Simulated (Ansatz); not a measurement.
What pressure 22.5 GPa does to Ru

Take Ru in the hcp (Mg type) structure (space group P6_3/mmc, No. 194; a = 2.692 Å, c = 4.246 Å) as the base.

Modification: a hydrostatic pressure of 22.5 GPa.

Level of theory: DFT with PBEsol, PAW potentials and a 420 eV plane-wave cutoff in Ansatz (an electronic-structure program), no spin-orbit coupling. Settings: 20×20×11 k-points, 0.05 eV Fermi–Dirac smearing.

```csv
quantity,base,changed,shift
volume per atom,13.32 Å³,12.59 Å³,-0.73 Å³
density,12.60 g/cm³,13.33 g/cm³,+0.735 g/cm³
lattice parameter a,5.087 bohr,4.988 bohr,-0.099 bohr
c/a ratio,1.577,1.581,+0.004
shortest interatomic distance,4.972 bohr,4.883 bohr,-0.089 bohr
enthalpy H = E + PV relative to the base's energy,–,+1.82 eV/atom,–
band gap,zero,zero,–
```

Final structure:

```
Ru
1.0
    2.63928     0.00000     0.00000
   -1.31964     2.28568     0.00000
    0.00000     0.00000     4.17309
Ru
2
Direct
  0.66667   0.33333   0.75000
  0.33333   0.66667   0.25000
```

Load acts through the strain it causes; cell and atoms are relaxed under it. Whether these cells are dynamically stable was not tested. No other phases were tried under pressure. The final runs are not spin-polarised.
